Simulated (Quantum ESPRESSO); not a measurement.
**Short convergence ladders for Na₃BrO (P4mm, 5 atoms in the cell)**

```
CELL_PARAMETERS angstrom
      4.51046     0.00000     0.00000
      0.00000     4.51046     0.00000
      0.00000     0.00000     4.51046
ATOMIC_POSITIONS crystal
  Na 0.01108 0.50000 0.50000
  Na 0.50000 0.00000 0.50000
  Na 0.50000 0.50000 0.00000
  Br 0.00000 0.00000 0.00000
  O  0.50000 0.50000 0.50000
```

Base method: PBEsol, GBRV 1.5 ultrasoft (PBESOL) pseudopotentials (plane waves; Quantum ESPRESSO).

Base settings: ecutwfc = 40 Ry; ecutrho = 200 Ry; occupations = smearing; smearing = fermi-dirac; degauss = 0.00147 Ry; K_POINTS = automatic 2 2 2 0 0 0; conv_thr = 1e-08 Ry.

The count of work is k-points × plane waves × bands × iterations; it is no time. 

**The cutoff for other potential files**

Level: DFT, PBEsol, plane waves, PSlibrary PAW (PBE) pseudopotentials.

In this ladder: pseudopotentials = {Na: Na.pbe-spn-kjpaw_psl.1.0.0.UPF, Br: Br.pbe-n-kjpaw_psl.1.0.0.UPF, O: O.pbe-n-kjpaw_psl.0.1.UPF}; input_dft = pbesol. Moved along: ecutrho.

The second cell is the first with its lattice scaled by 0.98.

The mesh stays at the base's, so the ladder's end is converged at best in this setting alone.

Only quantities that move along the ladder and can be compared are tabulated; the gap is left out on so coarse a mesh.

| ecutwfc | free energy less the last step's (meV/atom) | energy of the compressed cell less the first (meV/atom) | pressure (GPa) | largest difference of a force vector from the last step's (eV/Å) | count of work / last |
|---|---|---|---|---|---|
| 34 Ry | 1372.42 | 91.35 | -54.27 | 0.053 | 0.092 |
| 41 Ry | 258.90 | 41.60 | -13.58 | 0.032 | 0.12 |
| 52 Ry | 74.07 | 18.99 | 1.00 | 0.012 | 0.19 |
| 64 Ry | 40.13 | 17.95 | 0.13 | 0.002 | 0.26 |
| 75 Ry | 13.47 | 17.46 | 0.65 | 0.001 | 0.33 |
| 90 Ry | 3.28 | 17.33 | 1.22 | 0.001 | 0.43 |
| 112 Ry | 1.92 | 17.31 | 1.24 | 0.001 | 0.65 |
| 150 Ry | 0.00 | 17.29 | 1.30 | 0.000 | 1.0 |

Coarsest ecutwfc that holds the pressure within 0.5 GPa of the last step, with all finer ones: 90 Ry, at 0.43 of the last step's count of work; the step before is off by 0.65 GPa.

Coarsest ecutwfc that holds the energy of the compressed cell less the first within 2 meV/atom of the last step, with all finer ones: 52 Ry, at 0.19 of the last step's count of work; the step before is off by 24 meV/atom.

Coarsest ecutwfc that holds the forces within 0.02 eV/Å of the last step, with all finer ones: 52 Ry, at 0.19 of the last step's count of work; the step before is off by 0.032 eV/Å.

At the lowest cutoff the pressure lies 55.6 GPa under the last step's, the usual sign of Pulay stress in an incomplete plane-wave basis.

**The density cutoff**

The second cell is the first with its lattice scaled by 0.98.

The mesh stays at the base's, so the ladder's end is converged at best in this setting alone.

Only quantities that move along the ladder and can be compared are tabulated; the gap is left out on so coarse a mesh.

```tsv
ecutrho	free energy less the last step's (meV/atom)	energy of the compressed cell less the first (meV/atom)	pressure (GPa)	largest difference of a force vector from the last step's (eV/Å)
80 Ry	-32.10	21.76	2.16	0.033
120 Ry	0.58	19.09	1.49	0.002
160 Ry	0.33	18.91	1.49	0.001
200 Ry	0.27	18.89	1.48	0.002
240 Ry	0.20	18.88	1.48	0.001
320 Ry	0.09	18.88	1.48	0.000
400 Ry	0.02	18.90	1.48	0.000
480 Ry	0.00	18.90	1.49	0.000
640 Ry	0.00	18.89	1.49	0.000
```

Coarsest ecutrho that holds the free energy within 1 meV/atom of the last step, with all finer ones: 120 Ry; the step before is off by 32 meV/atom.

Coarsest ecutrho that holds the forces within 0.01 eV/Å of the last step, with all finer ones: 120 Ry; the step before is off by 0.033 eV/Å.

Coarsest ecutrho that holds the pressure within 0.2 GPa of the last step, with all finer ones: 120 Ry; the step before is off by 0.68 GPa.

On the base run: the starting cell comes from a database of computed structures (which also holds hypothetical and non-ambient phases and stackings), without a prior relaxation at this level. Its lattice was rescaled by up to half a per cent. One atom was moved a little off its site on purpose.
